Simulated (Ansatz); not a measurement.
Amorphous Hf18O39Mo

A CHGNet melt-quench gave the starting glass, which DFT then relaxed. O atoms were pushed apart under 1.9 Å during the dynamics, to hinder bonds among them. The hot cell started wider than the set density and was brought back towards it in steps. It is the lowest in DFT energy of 2 quenches. It is a model cell: composition and starting density were chosen by hand, and all elements were melted together. No dispersion term was used.

Methods: PBE, scalar-relativistic without spin-orbit coupling (Ansatz, a quantum-chemistry and plane-wave program); r2SCAN, scalar-relativistic without spin-orbit coupling (Ansatz); HSE06, scalar-relativistic without spin-orbit coupling (Ansatz). Geometry, pressure, stress and energy are those of the PBE run. Its sampling: a 2×2×2 Γ-centred mesh; Fermi-Dirac width 0.02 eV; no spin polarisation. Other functionals are single points at the zone centre (r2SCAN at 500 eV; exact exchange cut at the cell's faces), free to take moments where seeds were set. At PBE the levels at both edges of the gap are localised (band-tail or defect states), and the nearest spread-out levels lie 3.9 eV apart at the zone centre.

The number of atoms in the cell is 58, the density (held, not predicted) is 8.65 g/cm³ and the volume per atom comes out as 13.01 Å³. The pressure on a 2×2×2 Γ-centred mesh is 2.54 GPa and the largest force and stress component on that mesh (the relaxation ran on the zone centre alone) is 0.09 eV/Å and 2.6 GPa. The gap between localised states on a 2×2×2 Γ-centred mesh (PBE) is 1.90 eV and the gap between localised states at the zone centre (PBE) is 2.01 eV. The gap between localised states at the zone centre (r2SCAN) comes out as 2.22 eV and the gap between localised states at the zone centre (HSE06) is 3.23 eV.

Cut-offs for bonds: Hf-Hf 3.34 Å, Hf-O 2.56 Å, Hf-Mo 3.19 Å, O-O 1.58 Å, O-Mo 2.42 Å, Mo-Mo 3.04 Å. Two cations that share two anions don't count as bonded, nor two that share one unless they lie closer than Hf-Hf 3.25 Å, Hf-Mo 3.10 Å, Mo-Mo 2.95 Å.

```
Property                                                          Result
---------------------------------  -------------------------------------
Mean coordination of Hf by anions   6.17 (2 with 5, 11 with 6, 5 with 7)
Mean coordination of O              2.97 (8 with 2, 24 with 3, 7 with 4)
Mean coordination of Mo by anions                        5.00 (1 with 5)
Mean Hf-O bond                     2.131 Å (spread 0.119 Å, 111 counted)
Mean O-Mo bond                       1.915 Å (spread 0.232 Å, 5 counted)
```

Its density started from a set value of 8.65 g/cm³. The quench (nominally 450 K/ps over its main leg) was far faster than any real one, so the model tends to hold more defects than a real film. A cell of this size samples the disorder only roughly. The volume was held where the preparation left it and the shape relaxed, at a PBE pressure of 2.5 GPa. Stress components on the final sampling reach 2.6 GPa.
